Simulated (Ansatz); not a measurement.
The reference is BN in the wurtzite structure (space group P6_3mc, No. 186; a = 2.5410 Å, c = 4.2033 Å). Axes: x lies along a and z along c of the hexagonal cell.

Structures relaxed with Ansatz (a quantum-chemistry and plane-wave program) PBEsol, no SOC.

Base:

Simulated powder pattern, Mo Kα, λ = 0.71073 Å (kinematic, ideal powder, no thermal factors, no anomalous dispersion; the 8 strongest lines at most, above 2 %, up to 2θ = 40°):

| 2θ (°) | I/Imax (%) | hkl |
|---|---|---|
| 18.59 | 100 | (100) |
| 19.47 | 60 | (002) |
| 21.01 | 77 | (101) |
| 27.04 | 25 | (102) |
| 32.49 | 49 | (110) |
| 35.00 | 48 | (103) |
| 37.69 | 7.1 | (200) |
| 38.15 | 27 | (112) |

It is then changed as follows: biaxial strain −2.40 %, plane normal [001], relaxed out of plane (Cartesian); in-plane vectors clamped, the third vector and the atoms free.

Where do the lines fall after the change?


Simulated powder pattern, Mo Kα, λ = 0.71073 Å (kinematic, ideal powder, no thermal factors, no anomalous dispersion; the 8 strongest lines at most, above 2 %, up to 2θ = 40°):

| 2θ (°) | I/Imax (%) | hkl |
|---|---|---|
| 19.05 | 100 | (100) |
| 19.41 | 65 | (002) |
| 21.40 | 80 | (101) |
| 27.33 | 26 | (102) |
| 33.31 | 49 | (110) |
| 35.18 | 52 | (103) |
| 38.65 | 7.1 | (200) |
| 38.84 | 28 | (112) |

The indices refer to the base's conventional cell; one index is shown for lines that coincide.

Whether these cells are dynamically stable was not tested.
